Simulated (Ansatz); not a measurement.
An Ansatz (a quantum-chemistry and plane-wave program) run: Ti with a change (isotropic strain −0.50 %); LDA (Ansatz), no SOC.

Input:

Ansatz 0.2 input:
```yaml
crystal:
  lattice:
    - [2.8500652058, 0, 0]
    - [-1.4250326029, 2.4682288707, 0]
    - [0, 0, 4.5145931994]
  atoms:
    - { symbol: Ti, position: [0.6666666667, 0.3333333333, 0.75] }
    - { symbol: Ti, position: [0.3333333333, 0.6666666667, 0.25] }
basis: { ecutwfc: 420, ecutrho_ratio: 4, xc_grid: 2, fft_grid_basis: typed }
kpoints: { mp_grid: { grid: [23, 23, 13] } }
hamiltonian:
  xc: lda
  dispersion: none
  pseudopotentials: { kind: paw }
scf: { occupations: { method: fermi_dirac, width: 0.1 }, convergence: { dr2_threshold: 0.0000000002 } }
relax: { f_tol: 0.005, max_steps: 50 }
output: { forces: true, stress: true }
checkpoint: { write: state.ck, write_every: 1000 }
```

Output:

```
Relaxation: its limit of steps is 50 (relax.max_steps)
WARN ansatz: RAYON_NUM_THREADS=1 ignored (pool sized by the plan → 1); use --threads N
Pseudopotentials: kind: paw
Pseudopotential: Ti, paw, valence charge 12
Functional definition: SPW92
Crystal: 2 atoms, lattice volume = 31.758 Å³
Basis set: ecut = 420 eV, 615 PW (Γ), exchange–correlation on 40×40×64 points (8 copies of the dense FFT grid, shifted against one another)
Bands: 16, of which v1, the nominal top of the filled ones, is band 12 counted from 1 (11 counted from 0)
Symmetry: 24 space group operations
Space group: P63/mmc (ITA 194), of the structure as read, at distance tolerance 3.2e-5 Å
k-points: 392 of 6877
PAW frozen core: Ti, regenerated for the run's functional, and the local potential with it
Initial density: superposition of atomic densities (neutral atoms: chi_scale 0, normalization atom), corrected by the library's trained network
Initial wavefunctions: pseudopotential atomic-orbital guess
Eigensolver: davidson
Functional: x = slater, c = lda
SCF iter   1: F=—  HF=-4900.636673 eV  |F-HF|=—  |Δ(HF+E_count)|=         —  Δρ=6.45e-3  dr2=5.66e-3  ethr=1.77e-3  ⟨swp⟩=4.5  Hψ=58961  notcnv=0  defer=12
all-band conjugate gradients solve this SCF's bands
automatic band count: the SCF goes on with 20 bands, as 16 were too few: the levels above may hold too much charge
preconditioner: auto → none
SCF iter   2: F=—  HF=-4900.635052 eV  |F-HF|=—  |Δ(HF+E_count)|=   1.62e-3  Δρ=3.28e-3  dr2=1.42e-3  ethr=2.36e-5  ⟨swp⟩=1.0  Hψ=10976  notcnv=0  defer=12
SCF iter   3: F=—  HF=-4900.634872 eV  |F-HF|=—  |Δ(HF+E_count)|=   1.80e-4  Δρ=2.84e-4  dr2=9.70e-6  ethr=5.91e-6  ⟨swp⟩=2.6  Hψ=11374  notcnv=0  defer=12
SCF iter   4: F=—  HF=-4900.634875 eV  |F-HF|=—  |Δ(HF+E_count)|=   2.45e-6  Δρ=2.07e-5  dr2=8.17e-8  ethr=4.04e-8  ⟨swp⟩=2.0  Hψ=10739  notcnv=0  defer=12
SCF iter   5: F=—  HF=-4900.634875 eV  |F-HF|=—  |Δ(HF+E_count)|=   8.35e-8  Δρ=5.24e-6  dr2=6.58e-9  ethr=3.40e-10  ⟨swp⟩=2.5  Hψ=12536  notcnv=0  defer=12
SCF iter   6: F=-4900.634875 eV  HF=-4900.634875 eV  |F-HF|=9.00e-11  |Δ(HF+E_count)|=   1.81e-9  Δρ=6.36e-7  dr2=8.53e-11  ethr=1.00e-12  ⟨swp⟩=2.5  Hψ=28580  notcnv=0
SCF 1 converged in 6 iterations: F = -4900.634875 eV  dr2 = 8.53e-11
relax step   1: F+E_penalty+E_count = -4900.63487453 eV  Δ(F+E_penalty+E_count) = +0.000e0 eV  max|allowed force component| = 1.018e-16 eV/Å  Δτ_max = 0.0000 Å  (6 SCF iters, accepted)
the relaxation is at rest under the 24 symmetry operations that the run kept from its start: a minimum is not shown …
SCF converged after 6 iterations
Free energy (F): -4900.634875 eV
Harris-Foulkes:  -4900.634875 eV  (|F-HF|=9.00e-11)
Internal energy: -4900.562743 eV  (E = F + TS)
E sigma→0 (E₀):  -4900.598809 eV
Entropy (-TS):   -0.072132 eV (-36.066 meV/atom)
Fermi energy:    14.501668 eV
--- Per-component energies (eV) ---
  E_band       = -279.640257
  E_kinetic    = 549.174423
  E_local      = -1534.793007  (includes V_loc(G=0)·N_el)
  E_nonlocal   = 24.615393
  E_hartree    = 635.433108
  E_xc         = -194.612473
  E_vxc        = -244.971104  (∫ρ·V_xc dr)
  E_paw        = -1998.713039  (= ΣΔE_a)
  E_vpaw       = -344.532788  (= ΣTr[D̂ρ^β])
  E_aug_tail   = 0.000213  (compensation charges beyond the density's cutoff)
  E_ewald      = -2382.319262
  E_core_change = 0.651901  (= ΣΔE_core)
  E_smearing   = -0.072132  (= −TS)
  E_closure    = 0.000000  (closes the sum)
  Σ components = -4900.634875   (vs F -4900.634875, Δ=0.00e0)
  [band-id]    e_kinetic+e_local+e_nonlocal+2·e_hartree+e_vxc+e_vpaw+e_augmentation_tail = -279.640653   (vs E_band -279.640257, Δ=-3.96e-4)
--- Forces (eV/Å), atoms counted from 1 ---
  atom   1  Ti    -0.00000000     0.00000000     0.00000000
  atom   2  Ti     0.00000000    -0.00000000     0.00000000
  max |Σ_I F_I| component: 1.85e-17 eV/Å
--- Stress (GPa, compression-positive) ---
        1.921587       0.000000       0.000000
       -0.000000       1.921587       0.000000
        0.000000       0.000000       2.002201
  P = ⅓ Tr σ = 1.9485 GPa (19.485 kbar)
  The stress holds the Pulay correction. Without it, at fixed plane waves, as pw.x and ABINIT print it: P = 1.9115 GPa
  The stress includes an estimate of the error left by incomplete SCF convergence (largest component 0.0007 GPa).
--- Band table ---
  band table: none
--- Relaxed structure (1 steps of the walk, 1 accepted, 0 SCFs on fresh bases) ---
  F+E_penalty+E_count = -4900.63487453 eV   max|allowed force component| = 1.018e-16 eV/Å
  atoms:
    - { symbol: Ti, position: [0.6666666666666667, 0.33333333333333337, 0.75] }
    - { symbol: Ti, position: [0.33333333333333337, 0.6666666666666667, 0.24999999999999997] }
```

Stability against distortions was not tested. All final runs are without spin polarisation. The cell was made from Ti in the hcp (Mg type) structure (space group P6_3/mmc, No. 194) by this change: isotropic strain −0.50 %.
